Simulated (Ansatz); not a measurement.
Output of an Ansatz run (abridged):

```
WARN ansatz: RAYON_NUM_THREADS=1 ignored (pool sized by the plan → 1); use --threads N
Pseudopotentials: kind: paw
Pseudopotential: Cs, paw, valence charge 9
Pseudopotential: Pd, paw, valence charge 18
Pseudopotential: Cl, paw, valence charge 7
Crystal: 7 atoms, lattice volume = 265.911 Å³
Basis set: ecut = 420 eV, 5215 PW (Γ)
Bands: 39, of which v1, the nominal top of the filled ones, is band 32 counted from 1 (31 counted from 0)
Symmetry: 8 space group operations
Space group: P4mm (ITA 99), of the structure as read, at distance tolerance 6.4e-5 Å
k-points: 18 of 80 (time reversal used)
PAW frozen core: Cs, regenerated for the run's functional, and the local potential with it
PAW frozen core: Pd, regenerated for the run's functional, and the local potential with it
PAW frozen core: Cl, regenerated for the run's functional, and the local potential with it
Initial density: superposition of atomic densities (neutral atoms: chi_scale 0, normalization atom), corrected by the library's trained network
Initial wavefunctions: pseudopotential atomic-orbital guess
Eigensolver: davidson
Functional: x = slater, c = lda
SCF iter   1: F=—  HF=-22040.286994 eV  |F-HF|=—  |Δ(HF+E_count)|=         —  Δρ=5.50e-3  dr2=7.45e-2  ethr=1.77e-3  ⟨swp⟩=4.9  Hψ=2634  notcnv=0  defer=76
all-band conjugate gradients solve this SCF's bands
preconditioner: auto → Resta (q_TF=auto, 2.152 Å⁻¹)
SCF iter   2: F=—  HF=-22040.267814 eV  |F-HF|=—  |Δ(HF+E_count)|=   1.92e-2  Δρ=2.61e-3  dr2=1.46e-2  ethr=1.16e-4  ⟨swp⟩=2.3  Hψ=1319  notcnv=0  defer=89
SCF iter   3: F=—  HF=-22040.264207 eV  |F-HF|=—  |Δ(HF+E_count)|=   3.61e-3  Δρ=4.77e-4  dr2=6.71e-4  ethr=2.28e-5  ⟨swp⟩=2.0  Hψ=982  notcnv=0  defer=89
SCF iter   4: F=—  HF=-22040.264243 eV  |F-HF|=—  |Δ(HF+E_count)|=   3.51e-5  Δρ=1.17e-4  dr2=6.17e-5  ethr=1.05e-6  ⟨swp⟩=2.3  Hψ=1045  notcnv=0  defer=89
SCF iter   5: F=—  HF=-22040.264486 eV  |F-HF|=—  |Δ(HF+E_count)|=   2.43e-4  Δρ=1.88e-4  dr2=1.20e-4  ethr=9.65e-8  ⟨swp⟩=2.0  Hψ=1269  notcnv=0  defer=77
SCF iter   6: F=—  HF=-22040.264467 eV  |F-HF|=—  |Δ(HF+E_count)|=   1.91e-5  Δρ=1.93e-5  dr2=1.80e-6  ethr=9.65e-8  ⟨swp⟩=2.0  Hψ=1230  notcnv=0  defer=77
SCF iter   7: F=—  HF=-22040.264467 eV  |F-HF|=—  |Δ(HF+E_count)|=   8.17e-7  Δρ=4.01e-6  dr2=1.49e-7  ethr=2.82e-9  ⟨swp⟩=2.0  Hψ=927  notcnv=0  defer=81
SCF iter   8: F=-22040.264467 eV  HF=-22040.264467 eV  |F-HF|=1.90e-8  |Δ(HF+E_count)|=   9.74e-8  Δρ=1.99e-6  dr2=1.84e-8  ethr=1.56e-10  ⟨swp⟩=15.2  Hψ=4114  notcnv=0
SCF 1 converged in 8 iterations: F = -22040.264467 eV  dr2 = 1.84e-8
SCF converged after 8 iterations
Free energy (F): -22040.264467 eV
Harris-Foulkes:  -22040.264467 eV  (|F-HF|=1.90e-8)
Internal energy: -22040.264467 eV  (E = F + TS)
E sigma→0 (E₀):  -22040.264467 eV
Fermi energy:    1.838875 eV
--- Per-component energies (eV) ---
  E_band       = -667.480028
  E_kinetic    = 1439.142730
  E_local      = -6704.427034  (includes V_loc(G=0)·N_el)
  E_nonlocal   = 409.588165
  E_hartree    = 2753.101420
  E_xc         = -934.424283
  E_vxc        = -947.104783  (∫ρ·V_xc dr)
  E_paw        = -15929.496140  (= ΣΔE_a)
  E_vpaw       = -370.876670  (= ΣTr[D̂ρ^β])
  E_aug_tail   = 0.000594  (compensation charges beyond the density's cutoff)
  E_ewald      = -3075.733733
  E_core_change = 1.983813  (= ΣΔE_core)
  E_smearing   = -0.000000  (= −TS)
  E_closure    = -0.000000  (closes the sum)
  Σ components = -22040.264467   (vs F -22040.264467, Δ=0.00e0)
--- Forces (eV/Å), atoms counted from 1 ---
  atom   1  Cs     0.00000000     0.00000000    -0.00133239
  atom   2  Cs     0.00000000     0.00000000    -0.00133239
  atom   3  Pd     0.00000000     0.00000000    -0.25515379
  atom   4  Cl    -0.38073246    -0.38073246     0.06445357
  atom   5  Cl     0.38073246     0.38073246     0.06445357
  atom   6  Cl     0.38073246    -0.38073246     0.06445357
  atom   7  Cl    -0.38073246     0.38073246     0.06445357
  max |Σ_I F_I| component: 4.28e-6 eV/Å
--- Stress (GPa, compression-positive) ---
       -2.812858       0.000000      -0.000000
        0.000000      -2.812858       0.000000
       -0.000000       0.000000      -1.601347
  P = ⅓ Tr σ = -2.4090 GPa (-24.090 kbar)
  The stress holds the Pulay correction. Without it, at fixed plane waves, as pw.x and ABINIT print it: P = -2.4142 GPa
--- Band table (eV; the first three rows and the last of 18) ---
  k-point 0: bands = ["-81.2241", "-47.3337", "-47.3337", "-46.3688", "-17.9240", "-17.9100", "-12.1387", "-11.7612", "-11.7612", "-11.6719", "-4.7724", "-4.7724", "-4.6573", "-4.6573", "-4.6246", "-4.5320", "-2.2720", "-2.2269", "-1.7890", [...]
  k-point 1: bands = ["-81.2241", "-47.3337", "-47.3337", "-46.3688", "-17.9155", "-17.9037", "-12.1505", "-11.7492", "-11.7492", "-11.6660", "-4.7454", "-4.7454", "-4.7415", "-4.7069", "-4.7069", "-4.6666", "-2.2402", "-2.2225", "-1.6011", [...]
  k-point 2: bands = ["-81.2241", "-47.3337", "-47.3337", "-46.3689", "-17.9016", "-17.8933", "-12.1700", "-11.7295", "-11.7295", "-11.6564", "-5.0281", "-4.8230", "-4.8230", "-4.7278", "-4.6610", "-4.6610", "-2.2152", "-2.1895", "-1.3587", [...]
  k-point 17: bands = ["-81.2241", "-47.3337", "-47.3337", "-46.3689", "-17.8974", "-17.8974", "-12.1130", "-11.7425", "-11.7425", "-11.7022", "-4.8456", "-4.8374", "-4.8374", "-4.8256", "-4.6614", "-4.6366", "-2.3659", "-2.0117", "-1.6274", [...]
```

The structure:

```
CELL_PARAMETERS angstrom
      7.53176     0.00000     0.00000
      0.00000     7.53176     0.00000
      0.00000     0.00000     4.68752
ATOMIC_POSITIONS crystal
  Cs 0.00000 0.50000 0.50000
  Cs 0.50000 0.00000 0.50000
  Pd 0.00000 0.00000 0.01067
  Cl 0.21866 0.21866 0.00000
  Cl 0.78134 0.78134 0.00000
  Cl 0.78134 0.21866 0.00000
  Cl 0.21866 0.78134 0.00000
```

Reconstruct the input of this run.

Other spellings and defaults could give the same log, and not every line can be read from it. The input that was run (DFT, LDA (PW92), plane waves, default PAW files made with PBE):

Ansatz 0.2 input:
```yaml
# Cs2PdCl4
crystal:
  lattice:
    - [7.53175800, 0.00000000, 0.00000000]
    - [0.00000000, 7.53175800, 0.00000000]
    - [0.00000000, 0.00000000, 4.68752000]
  atoms:
    - { symbol: Cs, position: [0.00000000, 0.50000000, 0.50000000] }
    - { symbol: Cs, position: [0.50000000, 0.00000000, 0.50000000] }
    - { symbol: Pd, position: [0.00000000, 0.00000000, 0.01066700] }
    - { symbol: Cl, position: [0.21866000, 0.21866000, 0.00000000] }
    - { symbol: Cl, position: [0.78134000, 0.78134000, 0.00000000] }
    - { symbol: Cl, position: [0.78134000, 0.21866000, 0.00000000] }
    - { symbol: Cl, position: [0.21866000, 0.78134000, 0.00000000] }
basis:
  ecutwfc: 420.0 eV
kpoints:
  mp_grid: { grid: [4, 4, 5] }
hamiltonian:
  xc: lda
  pseudopotentials: { kind: paw }
scf:
  occupations: { method: fixed }
output:
  forces: true
  eigenvalues: true
  stress: true
```

The starting cell comes from a database of computed structures (which also holds hypothetical and non-ambient phases and stackings), without a prior relaxation at this level. Its lattice was rescaled by up to half a per cent. One atom was moved a little off its site on purpose. Ansatz's pressure includes its estimate of the finite-basis (Pulay) stress.

Ansatz is an electronic-structure program.
